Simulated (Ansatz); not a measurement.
A stack in vacuum: 2 layers of HfO2-1T, twisted by 21.8°.

Computed with PBE+D3(BJ) (plane waves to 420 eV, PAW; Ansatz, a first-principles code). Spin–orbit coupling is left out; PBE gaps are too small against experiment. Its k-point mesh 4×4×1, Fermi–Dirac width 0.01 eV. A dipole correction is on.

Task: Predict its spacing, binding and gap.

Result: 
| Quantity | Result |
|---|---|
| gap between facing atomic planes | 2.84 Å |
| step of the vacuum level across the stack (top less bottom) | 0.00 eV |
| interaction energy of the frozen layers | -18.3 meV/Å² |
| interaction energy without the D3 term at this geometry | +2.8 meV/Å² |
| PBE gap over the mesh and listed points off it | 4.73 eV |
| valence and conduction edges under the vacuum level of the lower face | 7.77 and 3.05 eV |
